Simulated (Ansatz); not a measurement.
System: interstitial N in 3C silicon carbide (charge state -1). All values below come from PBE, PAW (plane waves to 420 eV; Ansatz, a program for electronic structure).

Settings: 64 host sites, the relaxed PBE lattice, a 2×2×2 k-point mesh shifted by half a step, smearing 0.01 eV, spin-restricted, no image-charge correction. No zero-point or tunnelling terms. The charge state is imposed; whether it is stable for some Fermi level was not computed. Sites that were not tried may lie lower.

Barriers: single points on a 3×3×3 k-point mesh shifted by half a step at the bands' geometries.

Relaxed starting cell (atoms counted from 1):

```xyz
65
Lattice="8.7600 0.0000 0.0000 0.0000 8.7600 0.0000 0.0000 0.0000 8.7600" Properties=species:S:1:pos:R:3 pbc="T T T"
Si    -0.0014     0.0053     0.0071
Si    -0.2641    -0.1635     4.5587
Si    -0.0042     4.3946    -0.0224
Si    -0.0058     4.3746     4.3672
Si     4.3861     0.0033    -0.0110
Si     4.3797    -0.0034     4.3751
Si     4.3769     4.3788    -0.0094
Si     4.3968     4.4029     4.3747
C      1.4797     1.3180     3.0042
C      1.0908     1.0942     7.6621
C      1.0963     5.4712     3.2794
C      1.0882     5.4792     7.6438
C      5.4839     1.0926     3.2834
C      5.4471     1.1001     7.6927
C      5.4576     5.4691     3.2770
C      5.4668     5.4738     7.6609
Si     0.0089     2.1998     2.2136
Si    -0.0168     2.1598     6.5490
Si    -0.0089     6.5607     2.2011
Si    -0.0174     6.5542     6.5826
Si     4.4106     2.2021     2.1735
Si     4.3773     2.1906     6.5744
Si     4.3833     6.5611     2.1839
Si     4.3533     6.5597     6.5720
C      1.0784     3.3369     1.0496
C      1.0980     3.2575     5.4391
C      1.0935     7.6618     1.1008
C      1.0695     7.6525     5.4808
C      5.4929     3.2968     1.0781
C      5.4680     3.2883     5.4745
C      5.4723     7.6648     1.0923
C      5.4461     7.6433     5.4883
Si     2.2956    -0.0087     2.1003
Si     2.1732     0.0136     6.5542
Si     2.1911     4.3849     2.1671
Si     2.1752     4.3716     6.5514
Si     6.5850    -0.0086     2.2005
Si     6.4900    -0.0218     6.6408
Si     6.5686     4.3986     2.1861
Si     6.5638     4.3683     6.5729
C      3.3477     1.1144     1.0402
C      3.2895     1.1005     5.4699
C      3.2866     5.4832     1.0771
C      3.2680     5.4768     5.4660
C      7.6748     1.0925     1.0912
C      7.5220     1.0578     5.6031
C      7.6626     5.4816     1.0837
C      7.6555     5.4600     5.4846
Si     2.1793     2.2048     0.0004
Si     2.3035     2.2635     4.3269
Si     2.1793     6.5671    -0.0110
Si     2.1748     6.5755     4.3644
Si     6.5824     2.1845    -0.0022
Si     6.5822     2.1822     4.3872
Si     6.5621     6.5642     0.0057
Si     6.5176     6.5133     4.3920
C      3.3668     3.3561     3.2557
C      3.2769     3.2917     7.6531
C      3.2971     7.6491     3.2742
C      3.2689     7.6711     7.6567
C      7.6444     3.3323     3.2781
C      7.6678     3.2817     7.6524
C      7.5798     7.5573     3.3030
C      7.6521     7.6548     7.6805
N      0.2202     1.0783     3.6172
```
Cell charge -1.

End state 1 differs by these moves (Å; atoms that move under 0.08 Å are left out):

```csv
atom,element,Δx,Δy,Δz
2,Si,0.08,0.00,0.08
9,C,-0.11,0.00,-0.11
17,Si,0.04,0.06,-0.15
26,C,0.00,0.07,0.05
28,C,0.00,-0.10,0.07
50,Si,-0.15,-0.06,0.04
61,C,0.05,-0.07,0.00
63,C,0.07,0.10,0.00
65,N,0.53,0.00,0.53
```

Task: What forward and backward barriers to end state 1 does PBE, PAW give?

Result: forward 0.087 eV, backward 0.087 eV; at the saddle point atom 65 has neighbours C at 1.43; Si at 1.64, 2 Si at 2.09 Å. The saddle point's order was not checked, and it lies on a symmetry element of the cell, where a band can be held.
